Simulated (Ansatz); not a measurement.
Ansatz (a program for electronic structure) run on Li (Im-3m, 1 atom in the cell): self-consistent single point.

Level of theory: PBEsol, default PAW files made with PBE (plane waves; Ansatz).

```xyz
1
Lattice="-1.7502 1.7502 1.7502 1.7502 -1.7502 1.7502 1.7502 1.7502 -1.7502" Properties=species:S:1:pos:R:3 pbc="T T T"
Li     0.0000     0.0000     0.0000
```

Reference input (self-consistent single point, DFT, PBEsol, plane waves, default PAW files made with PBE): basis.ecutwfc = 420 eV; kpoints.mp_grid.grid = 13 13 13; hamiltonian.xc = pbesol; hamiltonian.pseudopotentials = {kind: paw} (the program's default PAW files); scf.occupations.method = gaussian; scf.occupations.width = 0.1 eV. This run's input differs from it in these lines:

Ansatz 0.2 input:
```diff
@@ -11,3 +11,3 @@
 kpoints:
-  mp_grid: { grid: [13, 13, 13] }
+  mp_grid: { grid: [10, 10, 10], shift: [0.5, 0.5, 0.5] }
 hamiltonian:
```

Output (repeated stretches shortened):

```
SCF iter   1: F=—  HF=-203.000024 eV  |F-HF|=—  |Δ(HF+E_count)|=         —  Δρ=1.41e-3  dr2=1.27e-4  ethr=1.77e-3  ⟨swp⟩=4.0  Hψ=2057  notcnv=0
all-band conjugate gradients solve this SCF's bands
preconditioner: auto → none
SCF iter   2: F=—  HF=-202.999533 eV  |F-HF|=—  |Δ(HF+E_count)|=   4.91e-4  Δρ=5.47e-4  dr2=1.84e-5  ethr=4.22e-6  ⟨swp⟩=2.2  Hψ=670  notcnv=0
   [... lines left out ...]
SCF iter   4: F=-202.999449 eV  HF=-202.999449 eV  |F-HF|=5.27e-10  |Δ(HF+E_count)|=   4.64e-7  Δρ=1.67e-6  dr2=3.26e-10  ethr=1.79e-9  ⟨swp⟩=2.3  Hψ=305  notcnv=0  defer=1
iter 5 did not close the SCF: its close was put off for the readings that it lacked (scf_convergence_deferred on its scf_iter line)
SCF iter   5: F=-202.999449 eV  HF=-202.999449 eV  |F-HF|=5.88e-12  |Δ(HF+E_count)|=  5.66e-10  Δρ=1.58e-7  dr2=3.08e-12  ethr=1.09e-11  ⟨swp⟩=2.3  Hψ=314  notcnv=0  defer=1
SCF iter   6: F=-202.999449 eV  HF=-202.999449 eV  |F-HF|=0.00e0  |Δ(HF+E_count)|=  6.42e-12  Δρ=7.77e-9  dr2=7.82e-15  ethr=1.00e-12  ⟨swp⟩=1.7  Hψ=819  notcnv=0
SCF 1 converged in 6 iterations: F = -202.999449 eV  dr2 = 7.82e-15
Free energy (F): -202.999449 eV
Internal energy: -202.997140 eV  (E = F + TS)
E sigma→0 (E₀):  -202.998295 eV
Entropy (-TS):   -0.002309 eV (-2.309 meV/atom)
Fermi energy:    0.906018 eV
--- Forces (eV/Å), atoms counted from 1 ---
  atom   1  Li     0.00000000     0.00000000    -0.00000000
--- Stress (GPa, compression-positive) ---
       -0.754189      -0.000000      -0.000000
        0.000000      -0.754189      -0.000000
        0.000000       0.000000      -0.754189
  P = ⅓ Tr σ = -0.7542 GPa (-7.542 kbar)
  The stress holds the Pulay correction. Without it, at fixed plane waves, as pw.x and ABINIT print it: P = -0.7574 GPa
```

The run converged in 6 iterations. Against the reference run the free energy drops by 2.6 meV/atom and the pressure moves little (-0.74 to -0.75 GPa).

The starting cell has typed, rounded lattice constants, without a prior relaxation at this level. Its lattice was rescaled by up to half a per cent. Ansatz's pressure includes its estimate of the finite-basis (Pulay) stress.
